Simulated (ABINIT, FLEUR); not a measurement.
An ABINIT input for a self-consistent single point of RbBr (Fm-3m, 2 atoms in the cell) (DFT, PBEsol, plane waves, norm-conserving pseudopotentials (PseudoDojo nc-sr-04 PBEsol standard)):

```
# RbBr, PseudoDojo nc-sr-04 PBEsol standard
pp_dirpath "./"
pseudos "Rb.upf, Br.upf"
acell 3*1.0 Angstrom
rprim
        -0.0000000000    3.4231180000    3.4231180000
         3.4231180000   -0.0000000000    3.4231180000
         3.4231180000    3.4231180000   -0.0000000000
natom 2
ntypat 2
znucl 37 35
typat 1 2
xcart
         0.0000000000    0.0000000000    0.0000000000
         3.4231180000    3.4231180000    3.4231180000
      Angstrom
ecut 626 eV
occopt 3
tsmear 0.00183747
nband 13
kptopt 1
ngkpt 7 7 7
nshiftk 1
shiftk 0 0 0
nstep 60
tolvrs 1.0e-11
prtwf 0
prtden 0
prtvol 1
enunit 2
```

Problem. Translate this input to FLEUR.

Solution. One input that does it (others would too):

Input of the input generator:

```
RbBr FLAPW
&input film=f /
-0.0000000000 0.7071067812 0.7071067812
0.7071067812 -0.0000000000 0.7071067812
0.7071067812 0.7071067812 -0.0000000000
9.1482017771
1.0 1.0 1.0

2
37 0.0000000000 0.0000000000 0.0000000000
35 0.5000000000 0.5000000000 0.5000000000

&comp jspins=1 /
&exco xctyp='PBEs' /
&kpt div1=7 div2=7 div3=7 /
&end /
```

```xml
<?xml version="1.0" encoding="UTF-8" standalone="no"?>
<fleurInput fleurInputVersion="0.39">
   <comment>
      RbBr FLAPW                                                                                          
   </comment>
   <calculationSetup>
      <cutoffs Kmax="3.8" Gmax="11.4" GmaxXC="11.4" numbands="0"/>
      <scfLoop itmax="100" minDistance="0.00001" maxIterBroyd="15" imix="Anderson" alpha="0.05" precondParam="0.0" spinf="2.0"/>
      <coreElectrons ctail="T" frcor="F" kcrel="0" coretail_lmax="0"/>
      <xcFunctional name="PBEs" relativisticCorrections="F"/>
      <magnetism jspins="1"/>
      <soc l_soc="F" theta="0.0" phi="0.0" spav="F"/>
      <expertModes spex="0" secvar="F"/>
      <geometryOptimization l_f="T" forcealpha="1.0" forcemix="BFGS" epsdisp="0.00001" epsforce="0.00001"/>
      <ldaU l_linMix="F" mixParam="0.05" spinf="1.0"/>
   </calculationSetup>
   <cell>
      <bzIntegration valenceElectrons="16.0" mode="hist" fermiSmearingEnergy="0.00183747">
         <kPointListSelection listName="default-1"/>
         <!-- k-points included here -->
         <xi:include xmlns:xi="http://www.w3.org/2001/XInclude" href="kpts.xml"> </xi:include>
      </bzIntegration>
      <!-- symmetry operations included here -->
      <xi:include xmlns:xi="http://www.w3.org/2001/XInclude" href="sym.xml"> </xi:include>
      <bulkLattice scale="1.0">
         <bravaisMatrix>
            <row-1>    0.0000000000000000     6.4687555123733018     6.4687555123733018</row-1>
            <row-2>    6.4687555123733018     0.0000000000000000     6.4687555123733018</row-2>
            <row-3>    6.4687555123733018     6.4687555123733018     0.0000000000000000</row-3>
         </bravaisMatrix>
      </bulkLattice>
   </cell>
   <atomSpecies>
      <species name="Rubidium (Rb)" element="Rb" atomicNumber="37">
         <mtSphere radius="2.68" gridPoints="925" logIncrement="0.014"/>
         <atomicCutoffs lmax="10" lnonsphr="8"/>
         <electronConfig flipSpins="F">
            <coreConfig>(1s1/2) (2s1/2) (2p1/2) (2p3/2) (3s1/2) (3p1/2) (3p3/2) (3d3/2) (3d5/2)</coreConfig>
            <valenceConfig>(4s1/2) (4p1/2) (4p3/2) (5s1/2)</valenceConfig>
            <stateOccupation state="(5s1/2)" spinUp="0.5" spinDown="0.5"/>
         </electronConfig>
         <energyParameters s="5" p="5" d="4" f="4"/>
         <lo type="SCLO" l="0" n="4" eDeriv="0"/>
         <lo type="SCLO" l="1" n="4" eDeriv="0"/>
      </species>
      <species name="Bromine (Br)" element="Br" atomicNumber="35">
         <mtSphere radius="2.68" gridPoints="925" logIncrement="0.014"/>
         <atomicCutoffs lmax="10" lnonsphr="8"/>
         <electronConfig flipSpins="F">
            <coreConfig>(1s1/2) (2s1/2) (2p1/2) (2p3/2) (3s1/2) (3p1/2) (3p3/2) (3d3/2) (3d5/2)</coreConfig>
            <valenceConfig>(4s1/2) (4p1/2) (4p3/2)</valenceConfig>
            <stateOccupation state="(4p1/2)" spinUp="0.8333333333333" spinDown="0.8333333333333"/>
            <stateOccupation state="(4p3/2)" spinUp="1.6666666666667" spinDown="1.6666666666667"/>
         </electronConfig>
         <energyParameters s="4" p="4" d="4" f="4"/>
      </species>
   </atomSpecies>
   <atomGroups>
      <atomGroup species="Rubidium (Rb)">
         <relPos label="                   1">.0000000000 .0000000000 .0000000000</relPos>
         <force calculate="T" relaxXYZ="TTT"/>
      </atomGroup>
      <atomGroup species="Bromine (Br)">
         <relPos label="                   2">1.000/2.000 1.000/2.000 1.000/2.000</relPos>
         <force calculate="T" relaxXYZ="TTT"/>
      </atomGroup>
   </atomGroups>
   <output dos="F" band="F" slice="F">
      <checks vchk="F" cdinf="F"/>
      <bandDOS minEnergy="-.5*Htr" maxEnergy="0.5*Htr" sigma="0.015" storeEVData="T"/>
      <vacuumDOS vacdos="F" integ="F" star="F" nstars="0" locx1="0.0" locy1="0.0" locx2="0.0" locy2="0.0" nstm="0" tworkf="0.0"/>
      <unfoldingBand unfoldBand="F" supercellX="1" supercellY="1" supercellZ="1"/>
      <plotting iplot="0" polar="F">
         <plot TwoD="T" vec1="  1.0  0.0  0.0" vec2="  0.0  1.0  0.0" vec3="  0.0  0.0  1.0" zero="  0.0  0.0  0.0" file="plot"/>
      </plotting>
      <chargeDensitySlicing numkpt="0" minEigenval="0.0" maxEigenval="0.0" nnne="0" pallst="F"/>
      <specialOutput eonly="F"/>
      <magneticCircularDichroism mcd="F" energyLo="-10.0" energyUp="0.0"/>
   </output>
  <!-- We include the file relax.xml here to enable relaxations (see documentation) -->
  <xi:include xmlns:xi="http://www.w3.org/2001/XInclude" href="relax.xml"> <xi:fallback/> </xi:include>
</fleurInput>
```

Basis, cutoffs, solver keys and any potentials are the target program's own. This input uses DFT, PBEsol, all-electron FLAPW (FLEUR), scalar-relativistic valence. Both were run: gap on the mesh 4.221 eV in ABINIT and 4.300 in FLEUR.

On ABINIT: the starting cell comes from a database of computed structures (which also holds hypothetical and non-ambient phases and stackings), without a prior relaxation at this level. Its lattice was rescaled by a random factor within 2.5 % of one.

On FLEUR: the starting cell comes from a database of computed structures (which also holds hypothetical and non-ambient phases and stackings), without a prior relaxation at this level. Its lattice was rescaled by a random factor within 2.5 % of one. Values depend on the basis (sphere radii, cutoffs, local orbitals), which need not be converged.
